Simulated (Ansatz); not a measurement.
Results of LDA (Ansatz, a first-principles code, plane waves, PAW) for Y3Si5 (model structure, started from the Yb3Si5 type, P-62m, No. 189, 8 atoms in the cell).

Settings: plane-wave cutoff 520 eV, 12×12×14 k mesh (along the axes of the cell as run), Fermi–Dirac smearing 0.05 eV, scalar-relativistic PAW data made under PBE.

Cell (relaxed at this level):

Space group P-62m (No. 189); a = b = 6.465 Å, c = 4.110 Å, α = β = 90.00°, γ = 120.00°

```
atom  site  symmetry       x       y       z
----  ----  --------  ------  ------  ------
Y       3f       m2m  0.0000  0.6461  0.0000
Si      2d      -6..  0.3333  0.6667  0.5000
Si      3g       m2m  0.7350  0.7350  0.5000
```

Q: What does this level give for the bulk modulus?

A: 
- bulk modulus: 91.7 GPa

The run finds no gap.

Note: the bulk modulus is −V dP/dV from two relaxed cells at ±2 % in volume; the relaxation could raise the start's symmetry but not lower it, so the cell can be a saddle point.

Computed values are for the static lattice.

A model structure was made by putting elements into a prototype or built by hand; it is no filed structure, need not be a known phase, and can be a saddle point held by its symmetry.
